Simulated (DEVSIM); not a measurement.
Device: Schottky contact on n-type Si, at 300 K.

| layer (left to right) | material | thickness (μm) | Nd (cm⁻³) | τn (s) | τp (s) |
|---|---|---|---|---|---|
| 1 | Si | 2.00 | 3.7e16 | 3.9e-7 | 3.9e-7 |

Left contact: Schottky, work function 4.91 eV, emission velocity 1.2e7 cm/s. Right contact: ohmic. Voltage is applied to the left contact. Recombination: SRH at mid-gap. Gap narrowing is on: ΔEg = 6.92 meV × (l + √(l² + 0.5)), l = ln(N/1.3e17 cm⁻³), shared equally by both band edges. Mobility is μmin + (μ − μmin)/(1 + (N/Nref)^α).

This is a model device: material constants are rounded textbook-type values typed into the input, and sizes, dopings and lifetimes were drawn at random. Values at 300 K.

```csv
parameter,Si
gap (eV),1.124
affinity (eV),4.05
permittivity,11.7
Nc (cm⁻³),2.86e19
Nv (cm⁻³),3.1e19
μn (cm²/Vs),1417
μp (cm²/Vs),470
"μn,min",52
"μp,min",45
"Nref,n",9.7e16
"Nref,p",2.2e17
αn,0.68
αp,0.72
```

Model (solved in DEVSIM): 1D drift-diffusion, Boltzmann statistics, complete ionisation; no tunnelling, impact ionisation, image-force lowering or self-heating. Metal contacts follow the ideal Schottky-Mott rule: no Fermi-level pinning, no interface dipoles.

Task: Give the dark forward current.

Result: 
(V (V), J (A/cm²)): (0.05, 1.0e-6); (0.10, 8.1e-6); (0.15, 5.7e-5); (0.20, 0.00039); (0.25, 0.0027); (0.30, 0.018); (0.35, 0.12); (0.40, 0.85); (0.45, 5.7); (0.50, 36); (0.55, 190); (0.60, 660); (0.65, 1500); (0.70, 2500)
